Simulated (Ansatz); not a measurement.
AlAs under load (space group I-4m2), PBE with spin-orbit coupling, rigid bands (Ansatz, a quantum-chemistry and plane-wave program). Condition of this run: uniaxial stress along [001] of -6 GPa (compression positive) (the target of the relaxation). Band gap 1.10 eV, N_c = 1.41e19 cm⁻³ and N_v = 6.25e18 cm⁻³ at 300 K, conductivity masses along z (a = (0.00, 2.78, 3.04) Å; b = (2.78, 0.00, 3.04) Å; c = (2.78, 2.78, 0.00) Å) of 0.290 mₑ (electrons) and 0.623 mₑ (holes). Take k_BT = 0.02585 eV.

Task: Find the intrinsic carrier density and the intrinsic Fermi level.

Result: n_i = √(N_c N_v) exp(−E_g/2k_BT) = 9.39e18 × exp(−21.27) = 5.4e9 cm⁻³. The level lies (k_BT/2) ln(N_v/N_c) = -11 meV from mid-gap (positive towards the conduction band). Each 0.1 eV added to the gap lowers n_i by a factor of 6.9.

Task: What thermal injection velocity √(2k_BT/πm) limits a ballistic channel along the direction named?

Result: 9.99e6 cm/s for electrons and 6.82e6 cm/s for holes, a ratio of √(m_h/m_e) = 1.47, for dilute carriers.

Task: What built-in voltage has an abrupt junction with N_A = 1e16 and N_D = 1e17 cm⁻³, all dopants ionised?

Result: V_bi = E_g/e − (k_BT/e) ln(N_c N_v/(N_A N_D)) = 1.10 − 0.02585 × 11.39 = 0.81 V, for the computed gap.

Rigid bands with the computed gap; masses take one relaxation time for all states. Geometry: cell and atoms relaxed with PBEsol.
